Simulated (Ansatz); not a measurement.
A zone-centre phonon calculation of Ta₂InC (P6_3/mmc, 8 atoms in the cell) with Ansatz (a quantum-chemistry and plane-wave program).

Method: LDA (PW92), PAW files made with PBE (plane waves; Ansatz).

```yaml
crystal:
  lattice:
    - [3.16751, 0.00000, 0.00000]
    - [-1.58376, 2.74314, 0.00000]
    - [0.00000, 0.00000, 14.53348]
  atoms:
    - { symbol: Ta, position: [0.66667, 0.33333, 0.58297] }
    - { symbol: Ta, position: [0.33333, 0.66667, 0.41703] }
    - { symbol: Ta, position: [0.33333, 0.66667, 0.08297] }
    - { symbol: Ta, position: [0.66667, 0.33333, 0.91703] }
    - { symbol: In, position: [0.66667, 0.33333, 0.25000] }
    - { symbol: In, position: [0.33333, 0.66667, 0.75000] }
    - { symbol: C, position: [0.00000, 0.00000, 0.50000] }
    - { symbol: C, position: [0.00000, 0.00000, 0.00000] }
```

Reference input (self-consistent single point, DFT, LDA (PW92), plane waves, PAW files made with PBE): basis.ecutwfc = 420 eV; kpoints.mp_grid.grid = 7 7 2; hamiltonian.xc = lda; hamiltonian.pseudopotentials = {kind: paw} (the program's default PAW files); scf.occupations.method = gaussian; scf.occupations.width = 0.1 eV. This run's input differs from it in these lines:

```diff
@@ -24,6 +24,4 @@
   occupations: { method: gaussian, width: 0.1 eV }
-output:
-  forces: true
-  eigenvalues: true
-  stress: true
+phonons:
+  method: dfpt
```

Log, with long lists cut:

```
SCF iter   1: F=—  HF=-50139.485668 eV  |F-HF|=—  |Δ(HF+E_count)|=         —  Δρ=5.71e-2  dr2=9.37e0  ethr=3.10e-3  ⟨swp⟩=6.3  Hψ=6274  notcnv=0
all-band conjugate gradients solve this SCF's bands
preconditioner: auto → Kerker (q_TF=auto, 2.559 Å⁻¹)
SCF iter   2: F=—  HF=-50137.791368 eV  |F-HF|=—  |Δ(HF+E_count)|=    1.69e0  Δρ=2.36e-2  dr2=2.10e0  ethr=3.10e-3  ⟨swp⟩=2.5  Hψ=3001  notcnv=0  defer=99
   [... lines left out ...]
SCF iter   8: F=—  HF=-50137.378331 eV  |F-HF|=—  |Δ(HF+E_count)|=   4.49e-6  Δρ=6.55e-6  dr2=6.40e-8  ethr=8.47e-10  ⟨swp⟩=2.0  Hψ=2460  notcnv=0  defer=96
SCF iter   9: F=—  HF=-50137.378331 eV  |F-HF|=—  |Δ(HF+E_count)|=   1.10e-8  Δρ=9.68e-7  dr2=1.41e-9  ethr=7.44e-11  ⟨swp⟩=2.0  Hψ=2422  notcnv=0  defer=96
SCF iter  10: F=—  HF=-50137.378331 eV  |F-HF|=—  |Δ(HF+E_count)|=  2.18e-10  Δρ=1.93e-7  dr2=6.76e-11  ethr=1.64e-12  ⟨swp⟩=2.0  Hψ=2034  notcnv=0  defer=96
SCF iter  11: F=-50137.378331 eV  HF=-50137.378331 eV  |F-HF|=7.28e-12  |Δ(HF+E_count)|=  4.37e-11  Δρ=2.97e-8  dr2=1.16e-12  ethr=1.00e-12  ⟨swp⟩=13.2  Hψ=8345  notcnv=0
SCF 1 converged in 11 iterations: F = -50137.378331 eV  dr2 = 1.16e-12
DFPT response loops at Γ: preconditioner auto → Kerker (q_TF=auto, 2.559 Å⁻¹) (partly filled bands, converged f_vac=0.000) …
Free energy (F): -50137.378331 eV
Internal energy: -50137.347474 eV  (E = F + TS)
E sigma→0 (E₀):  -50137.362902 eV
Entropy (-TS):   -0.030857 eV (-3.857 meV/atom)
Fermi energy:    16.598327 eV
--- Phonons (Γ-DFPT): 6 representative perturbations + reference, on 32 of 98 k-points (Σ response iterations 21) ---
   [... lines left out ...]
  ASR residual per site (eV/Å²): 7.44e-6 7.44e-6 7.44e-6 7.44e-6 7.91e-6 7.91e-6 1.21e-5 1.21e-5
  Γ frequencies (cm⁻¹): 0.00 0.00 0.00 48.62 48.62 63.06 63.06 71.54 71.54 78.41 116.01 116.01 120.18 120.67 120.67 163.30 168.09 192.64 572.40 572.47 640.28 640.28 641.11 641.11
  non-analytic LO–TO correction: not included (Born effective charges unavailable; polar crystals: no LO–TO splitting at Γ)
```

The run converged in 11 iterations. 

Summary of the result:
- Free energy E − TS (on the zero of these files): -50137.3783 eV
- Fermi level (on the code's own zero): 16.60 eV
- Zone-centre frequencies (cm⁻¹; negative means imaginary): 0, 0, 0, 49, 49, 63, 63, 72, 72, 78, 116, 116, 120, 121, 121, 163, 168, 193, 572, 572, 640, 640, 641, 641

The starting cell comes from a database of computed structures (which also holds hypothetical and non-ambient phases and stackings), without a prior relaxation at this level. Spin polarisation is off.

Cost on one core of a shared machine: roughly 2 min.

Keys are those of Ansatz 0.2.
